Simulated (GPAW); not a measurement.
Band structure of Y3Sb (P6_3/mmc, 8 atoms in the cell).

```
Y3Sb
1.0
    6.86923     0.00000     0.00000
   -3.43461     5.94893     0.00000
    0.00000     0.00000     5.52732
Y Sb
6 2
Direct
  0.17009   0.82991   0.25000
  0.82991   0.17009   0.75000
  0.34018   0.17009   0.75000
  0.65982   0.82991   0.25000
  0.17009   0.34018   0.25000
  0.82991   0.65982   0.75000
  0.33333   0.66667   0.75000
  0.66667   0.33333   0.25000
```

Level of theory: LDA (Perdew-Wang 92), GPAW PAW datasets LDA (gpaw-data 1.0.1) (plane waves; GPAW).

Settings: mode = pw; ecut = 600 eV; xc = LDA; kpts = 3 3 3; mesh shift (steps) = 0 0 0; occupations.name = methfessel-paxton; occupations.width = 0.05 eV; occupations.order = 0; nbands = -16; convergence.density = 1e-05 e/electron; symmetry.symmorphic = false; symmetry.tolerance = 0.0005; maxiter = 150; bandpath_npoints = 40.

The starting cell comes from a database of computed structures (which also holds hypothetical and non-ambient phases and stackings), without a prior relaxation at this level. Spin-orbit coupling is off.

Levels in eV from the Fermi level, bands 45 to 52:
```json
[
 {"point": "Γ", "45": "-0.97", "46": "-0.97", "47": "-0.60", "48": "-0.60", "49": "-0.36", "50": "-0.27", "51": "0.16", "52": "0.16"},
 {"point": "M", "45": "-0.50", "46": "-0.48", "47": "-0.46", "48": "-0.07", "49": "-0.06", "50": "0.51", "51": "0.52", "52": "0.79"},
 {"point": "K", "45": "-0.25", "46": "-0.22", "47": "-0.22", "48": "-0.04", "49": "-0.04", "50": "0.68", "51": "0.83", "52": "0.83"},
 {"point": "A", "45": "-1.23", "46": "-1.23", "47": "-1.00", "48": "-1.00", "49": "0.07", "50": "0.07", "51": "0.41", "52": "0.41"},
 {"point": "L", "45": "-0.16", "46": "-0.16", "47": "0.03", "48": "0.03", "49": "0.23", "50": "0.23", "51": "0.56", "52": "0.56"},
 {"point": "H", "45": "-0.32", "46": "-0.32", "47": "0.01", "48": "0.01", "49": "0.18", "50": "0.18", "51": "0.88", "52": "0.88"}
]
```

Bands cross the Fermi level along this path, so the cell is metallic at this level.
